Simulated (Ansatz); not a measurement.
Consider Zr in the hcp (Mg type) structure (space group P6_3/mmc, No. 194; a = 3.246 Å, c = 5.151 Å). Axes: x lies along a and z along c of the hexagonal cell.

Computed with r2SCAN (Ansatz, a first-principles code; PAW; 500 eV plane waves; scalar-relativistic without spin-orbit coupling).

Strains are applied to the cell and any free atomic positions relax; under biaxial strain the out-of-plane vector relaxes too; under stress the whole cell relaxes.

One change was made to it. Results:

```
quantity                          base    after
-----------------------------  -------  -------
shortest interatomic distance  3.185 Å  3.156 Å
band gap                          zero     zero
```

Question: Name the change that was made.
A. strain tensor (xx, yy, zz, yz, xz, xy) = (+2.14, +2.23, −0.81, −0.78, +1.36, −1.58) %
B. uniaxial stress, 3 GPa compression along x
C. tensor shear ε_yz = −0.96 %
D. biaxial strain −2.39 %, plane normal [001], relaxed out of plane

Answer: C, tensor shear ε_yz = −0.96 %. For comparison, the shortest interatomic distance in the other runs: uniaxial stress, 3 GPa compression along x gives 3.167 Å; strain tensor (xx, yy, zz, yz, xz, xy) = (+2.14, +2.23, −0.81, −0.78, +1.36, −1.58) % gives 3.133 Å; biaxial strain −2.39 %, plane normal [001], relaxed out of plane gives 3.168 Å.

Without a gap, meshes like the base's 16×16×9 leave anisotropic stresses uncertain by several tenths of a GPa, and small strain energies with them. Stability under load was not tested beyond the relaxation. All final runs are without spin polarisation.
